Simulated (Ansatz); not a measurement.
## How the volume per atom of WTe2 (model structure, started from the rutile type, P4₂/mnm, No. 136, 6 atoms in the cell) moves with the method

No measured value is used here.

```
level (code)         value (Å³/atom)
-------------------  ---------------
PBE (Ansatz)                   27.10
PBEsol (Ansatz)                25.93
PBE-D3(BJ) (Ansatz)              [?]
```

Problem. Complete the blanks.

Solution. 
- PBE-D3(BJ) (Ansatz, a first-principles code), value (Å³/atom): 26.12

Density-functional levels without +SOC have no spin–orbit coupling. PBE-D3(BJ): a distance lies near a switch of the dispersion term, which can move the cell. Ansatz's density-functional and Hartree–Fock values are scalar-relativistic unless marked +SOC, with PAW data made under PBE.

A model structure was made by putting elements into a prototype or built by hand; it is no filed structure, need not be a known phase, and can be a saddle point held by its symmetry.
